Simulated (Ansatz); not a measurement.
Tunnelling through a barrier is set by its complex band structure: the current falls as exp(−2κd) with the smallest κ.

Consider the following.

```
HfO2
1.0
    3.55802     0.00000     0.00000
    0.00000     5.17186     0.00000
    0.00000     0.00000     3.55802
Hf O
2 4
Cartesian
  1.77901   2.58593   1.77901
  0.00000   0.00000   0.00000
  1.77901   1.56599   0.00000
  1.77901   4.15192   0.00000
  0.00000   1.01994   1.77901
  0.00000   3.60587   1.77901
```

Space group of this cell: P4_2/nmc. The cell is taken as given; by LDA its mean pressure is -4.8 GPa.

Transport runs along the normal of the first two printed cell vectors, the (100) plane of the conventional cell.

The gap is the functional's own. No spin-orbit coupling. Mid-gap values are interpolated on the energy grid.

Q: State the band gap and the smallest decay constant κ at mid-gap according to LDA run with Ansatz (a quantum-chemistry and plane-wave program).

A: Gap 4.56 eV on a 8×6×8 mesh; κ = 0.381 1/Å, at the zone centre.
